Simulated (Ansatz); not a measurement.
# Pressure series in TlBr

Consider TlBr in the CsCl type structure (space group Pm-3m, No. 221).

```xyz
2
Lattice="4.0532 0.0000 0.0000 0.0000 4.0532 0.0000 0.0000 0.0000 4.0532" Properties=species:S:1:pos:R:3 pbc="T T T"
Tl     0.0000     0.0000     0.0000
Br     2.0266     2.0266     2.0266
```

Cell and atoms are relaxed at each pressure.

Level of theory: plane-wave PAW DFT at the PBE level (Ansatz, a first-principles code, 420 eV), scalar-relativistic without spin-orbit coupling.

For the base:

```
Quantity    Value
--------  -------
Band gap  1.99 eV
```

The aim is a band gap between 1.52 eV and 1.65 eV. Which of these changes reaches it?
A) pressure 22.5 GPa
B) pressure 9 GPa
C) pressure 15 GPa
D) pressure 4.5 GPa

D, pressure 4.5 GPa. It gives 1.56 eV; pressure 15 GPa gives 0.60 eV; pressure 22.5 GPa gives zero; pressure 9 GPa gives 1.16 eV. Changes not listed may reach it too

With Tl present, leaving out spin-orbit coupling can change the band edges. Load acts through the strain it causes; cell and atoms are relaxed under it. Stability against distortions was not tested. Competing high-pressure phases were not computed. All final runs are without spin polarisation. Gaps under 0.05 eV, about the width of the smearing, are given as zero. A zero or small gap of TlBr under pressure 22.5 GPa can be the functional's error rather than a property of the material.
